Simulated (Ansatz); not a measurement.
## Carrier properties of ZnSe under load (space group F-43m)

Here is the system:

```
CELL_PARAMETERS angstrom
      0.00000     2.79497     2.79497
      2.79497     0.00000     2.79497
      2.79497     2.79497     0.00000
ATOMIC_POSITIONS crystal
  Zn 0.00000 0.00000 0.00000
  Se 0.25000 0.25000 0.25000
```

All values below come from PBE with spin-orbit coupling, rigid bands (plane waves, PAW; Ansatz, a quantum-chemistry and plane-wave program). Condition of this run: hydrostatic pressure of 1.6 GPa (compression positive) (the target of the relaxation). Geometry: cell and atoms relaxed with PBEsol, then loaded as said.

band gap: 1.33 eV
electron conductivity mass (300 K, dilute): 0.113 mₑ
hole conductivity mass (300 K, dilute): 0.65 mₑ
effective density of states N_c (300 K): 8.8e17 cm⁻³
effective density of states N_v (300 K): 2.4e19 cm⁻³
density-of-states mass, electrons: 0.107 mₑ
density-of-states mass, holes: 0.98 mₑ
Seebeck coefficient, n-type 1e19 cm⁻³, 300 K: -71 μV/K
Seebeck coefficient, p-type 1e19 cm⁻³, 300 K: 296 μV/K

Rigid bands; masses and Seebeck coefficients take one relaxation time τ for all states and one kind of carrier; polarons and phonon drag are left out. Geometry: cell and atoms relaxed with PBEsol.
